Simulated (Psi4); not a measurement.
Psi4 1.11, PBE0/def2-svp: Sn(Br)(NMe2) (C[N](C)[Sn][Br]), 11 atoms. The geometry is a generated start, not checked to be a minimum at this level.

```json
{
  "task": "energy",
  "method": "pbe0",
  "basis": "def2-svp",
  "memory": "3 GB",
  "maxiter": "100",
  "keys_of_the_molecule_block": "symmetry c1",
  "scf_type": "df (default)",
  "e_convergence": "1e-06 (default)",
  "d_convergence": "1e-06 (default)",
  "dft_radial_points": "75 (default)",
  "dft_spherical_points": "302 (default)",
  "effective_core_potentials": "those of the basis set, past Kr",
  "basis_functions": "130",
  "grid_points": "233920"
}
```

```xyz
11

Sn     0.3402     1.7776     1.5533
Br     1.3666     3.3511    -0.1093
N     -0.0093     0.1716     0.2976
C     -0.6104    -1.0274     0.8469
C      0.2541    -0.0166    -1.1121
H     -1.5567    -1.2524     0.3435
H      0.0543    -1.8876     0.7152
H     -0.8069    -0.9040     1.9153
H      0.9662    -0.8359    -1.2641
H     -0.6698    -0.2681    -1.6452
H      0.6717     0.8917    -1.5410
```

With the defaults (diis = true, scf_initial_accelerator = adiis, damping_percentage = 0, guess = auto, which took SAD, soscf = false, soscf_start_convergence = 0.01, diis_max_vecs = 10) it converges in 10 SCF iterations. One run each on 2 threads, with these changes:
- soscf = true, soscf_start_convergence = 0.1
- soscf = true, soscf_start_convergence = 0.001
- diis = false, scf_initial_accelerator = none, damping_percentage = 60
- guess = gwh
- scf_initial_accelerator = none
- damping_percentage = 20
- soscf = true
- guess = sap
- diis_max_vecs = 3

Task: Which of these changes keep the SCF from converging, or lead it to another solution?

Result: No convergence: diis = false, scf_initial_accelerator = none, damping_percentage = 60 (the run ends without SCF convergence in 100 iterations). The rest reach the solution of the defaults.

```csv
setting,SCF iterations,JK calls,end
soscf = true,7,23,same solution
"soscf = true, soscf_start_convergence = 0.1",8,34,same solution
"soscf = true, soscf_start_convergence = 0.001",8,24,same solution
the defaults,10,11,same solution
scf_initial_accelerator = none,11,12,same solution
diis_max_vecs = 3,14,15,same solution
guess = sap,16,16,same solution
guess = gwh,16,16,same solution
damping_percentage = 20,20,21,same solution
"diis = false, scf_initial_accelerator = none, damping_percentage = 60",100,101,no convergence
```

An SOSCF iteration holds several JK calls; a Hückel guess adds calls on atoms.
